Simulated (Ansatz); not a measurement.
## A computed series for MgS: pressure series

Take MgS in the rock salt structure (space group Fm-3m, No. 225) as the base.

```xyz
2
Lattice="0.0000 2.5910 2.5910 2.5910 0.0000 2.5910 2.5910 2.5910 0.0000" Properties=species:S:1:pos:R:3 pbc="T T T"
Mg     0.0000     0.0000     0.0000
S      2.5910     2.5910     2.5910
```

Cell and atoms are relaxed at each pressure.

The values are results of PBEsol in Ansatz (plane waves to 420 eV, PAW, spin-orbit coupling left out), not measurements.

```csv
change,density,band gap,width of the top valence band
base,2.69 g/cm³,2.73 eV,2.43 eV
pressure −2 GPa,2.62 g/cm³,2.67 eV,2.35 eV
pressure −1 GPa,2.66 g/cm³,2.70 eV,2.39 eV
pressure 0.9 GPa,2.72 g/cm³,2.75 eV,2.46 eV
pressure 2.1 GPa,2.76 g/cm³,2.78 eV,2.50 eV
pressure 4.5 GPa,2.83 g/cm³,2.83 eV,2.58 eV
pressure 9 GPa,2.96 g/cm³,2.91 eV,2.71 eV
pressure 15 GPa,3.11 g/cm³,3.00 eV,2.87 eV
pressure 22.5 GPa,3.27 g/cm³,3.08 eV,3.05 eV
pressure 30 GPa,[?],[?],[?]
```

Question: Fill in the withheld entries from the trend.

Answer: 
- pressure 30 GPa, density: 3.41 g/cm³
- pressure 30 GPa, band gap: 3.16 eV
- pressure 30 GPa, width of the top valence band: 3.21 eV

Load acts through the strain it causes; cell and atoms are relaxed under it. No phonon test of stability was made. Competing high-pressure phases were not computed.

Ansatz is an electronic-structure program.
